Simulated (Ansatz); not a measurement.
Structures of equal composition on the (111) surface of fcc Ir: a layer of Ru in place of the second plane; a layer of Ru in place of the third plane. The slabs share one bottom face, and each structure is named by its start. These are constructed structures in small cells; real faces may alloy, dewet or reconstruct in larger ones, and not all known structures of the face are among them. Slabs of about 11 Å, Fermi-Dirac smearing of 0.1 eV. Bottom of the slabs: a bare face, its two planes held. Relaxed from the named starts with such symmetry as they have, on meshes of like density; energies extrapolated to zero smearing; spin only where a row says so; no spin-orbit coupling, no U. Brackets mark spin-polarised runs, whose order is one that fits the cell.

All values below come from PBE (plane waves to 420 eV, PAW; Ansatz, a program for electronic structure).

Task: Rank these by energy per 1x1 cell (lowest first), as PBE gives it.

Result: a layer of Ru in place of the second plane (0.000 eV), a layer of Ru in place of the third plane (0.124 eV)
